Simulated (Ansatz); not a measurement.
Structures of equal composition on the (0001) surface of 4H silicon carbide (Si plane on top): (√3x√3)R30° Al adatom at H3; (√3x√3)R30° Al adatom at T4. The slabs share one bottom face, and each structure is named by its start. These are constructed structures in small cells; real faces may alloy, dewet or reconstruct in larger ones, and not all known structures of the face are among them. Slabs of about 10 Å with all that they carry, Fermi-Dirac smearing of 0.025 eV. Bottom of the slabs: H caps. Relaxed from the named starts with such symmetry as they have, on meshes of like density; energies extrapolated to zero smearing; no spin-orbit coupling, no U. Spin-polarised runs, if any, are marked in brackets, and their order is one that fits the cell; the others ran without spin. Where a second, spin-polarised start was run, the lower counts.

Host crystal: 4H silicon carbide, with a band gap (PBE, scalar-relativistic without spin-orbit coupling).

All values below come from r2SCAN, at the PBE geometry (plane waves to 500 eV, PAW; Ansatz, a quantum-chemistry and plane-wave program).

Order them by energy per 1x1 cell (lowest first) at the level r2SCAN, at the PBE geometry.

(√3x√3)R30° Al adatom at T4 (0.000 eV, gap 2.05 eV on the mesh), (√3x√3)R30° Al adatom at H3 (0.240 eV, gap 1.52 eV on the mesh)
